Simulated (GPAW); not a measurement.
# Convergence study of the k-point mesh for Mo (Im-3m, 1 atom in the cell)

```yaml
crystal:
  lattice:
    - [-1.56713, 1.56713, 1.56713]
    - [1.56713, -1.56713, 1.56713]
    - [1.56713, 1.56713, -1.56713]
  atoms:
    - { symbol: Mo, position: [0.00000, 0.00000, 0.00000] }
```

Method: LDA (Perdew-Wang 92), GPAW PAW datasets LDA (gpaw-data 1.0.1) (plane waves; GPAW 25.7.0).

Base settings: mode = pw; ecut = 550 eV; xc = LDA; kpts = 11 11 11; mesh shift (steps) = 0 0 0; occupations.name = fermi-dirac; occupations.width = 0.1 eV; nbands = -9; convergence.forces = 0.001 eV/Å; symmetry.symmorphic = false.

The second cell is the first with its lattice scaled by 0.98.

Only quantities that move along the ladder and can be compared are tabulated.

The count of work is k-points × plane waves × bands × iterations; it is no time. Core times come from one kind of shared machine, to one figure; runs under 30 s give none.

The starting cell has typed, rounded lattice constants, without a prior relaxation at this level. Its lattice was rescaled by up to half a per cent. Spin polarisation is off. In the base run, with a pressure of about -7 GPa the cell is away from its equilibrium volume at this level.

Steps (kpts): 3 3 3; 4 4 4; 5 5 5; 6 6 6; 7 7 7; 8 8 8; 9 9 9; 10 10 10; 11 11 11; 13 13 13; 14 14 14; 15 15 15; 17 17 17; 19 19 19; 21 21 21; 23 23 23; 26 26 26; 29 29 29; 35 35 35; 39 39 39; 48 48 48.

Question: What is the coarsest kpts that holds the pressure within 0.05 GPa of the last step, with all finer ones?

Answer: 21 21 21, at 0.094 of the last step's count of work; the step before is off by 0.08 GPa.

Question: What is the coarsest kpts that holds the energy of the compressed cell less the first within 2 meV/atom of the last step, with all finer ones?

Answer: 15 15 15, at 0.040 of the last step's count of work; the step before is off by 2.6 meV/atom.

Question: What is the coarsest kpts that holds the free energy within 2 meV/atom of the last step, with all finer ones?

Answer: 17 17 17, at 0.054 of the last step's count of work; the step before is off by 2.7 meV/atom.

```tsv
kpts	free energy less the last step's (meV/atom)	energy of the compressed cell less the first (meV/atom)	pressure (GPa)	count of work / last	core time / last (rough)
3 3 3	556.73	98.10	6.91	0.0012	–
4 4 4	50.09	14.66	-6.41	0.0026	–
5 5 5	-48.95	-6.25	-9.50	0.0032	–
6 6 6	-58.80	8.48	-7.34	0.0053	–
7 7 7	28.07	12.43	-6.54	0.0072	–
8 8 8	19.98	9.19	-6.87	0.0096	–
9 9 9	-15.65	8.20	-7.30	0.011	–
10 10 10	9.19	6.14	-7.41	0.015	–
11 11 11	17.70	8.95	-6.87	0.019	–
13 13 13	-5.23	7.20	-7.36	0.028	–
14 14 14	8.44	11.33	-6.67	0.034	–
15 15 15	2.66	10.04	-6.93	0.040	–
17 17 17	-0.62	9.19	-7.04	0.054	–
19 19 19	-0.19	8.13	-7.20	0.079	0.2
21 21 21	0.63	8.96	-7.10	0.094	–
23 23 23	-1.00	8.71	-7.12	0.12	0.2
26 26 26	-0.03	8.66	-7.12	0.17	0.3
29 29 29	0.48	8.94	-7.08	0.23	0.2
35 35 35	0.05	8.82	-7.10	0.41	0.4
39 39 39	0.15	8.79	-7.10	0.55	0.5
48 48 48	0.00	8.72	-7.11	1.0	1
```
